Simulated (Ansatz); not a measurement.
Formation energy of the bound charge states of O on the P site (broken-bond start) in zinc-blende AlP (start: the P site; started 0.95 Å off site, one bond broken; 64-site cell, 2×2×2 shifted sampling) against the Fermi level, P-rich (Δμ(P) = 0.00 eV, Δμ(O) = -4.12 eV, bounded by corundum; only phases computed here count, gases as isolated molecules at 0 K). Level of theory: PBE, PAW (plane waves to 420 eV; Ansatz, a program for electronic structure).

Cell and caveats: 64-site cell; 2×2×2 shifted k-points; host gap 1.63 eV; charged states image-corrected; energies good to tenths of an eV; flagged in the runs: a strain field that reaches the edge of the cell.

Left out: charge −1 (level within 0.1 eV of a band edge or past it).

```csv
E_F − E_VBM (eV),q = +1,q = 0
0.00,1.70,3.04
0.20,1.90,3.04
0.41,2.10,3.04
0.61,2.31,3.04
0.82,2.51,3.04
1.02,2.72,3.04
1.22,2.92,3.04
1.43,3.13,3.04
1.63,3.33,3.04
```

Crossings of the lowest lines: (+1/0) at 1.34 eV.
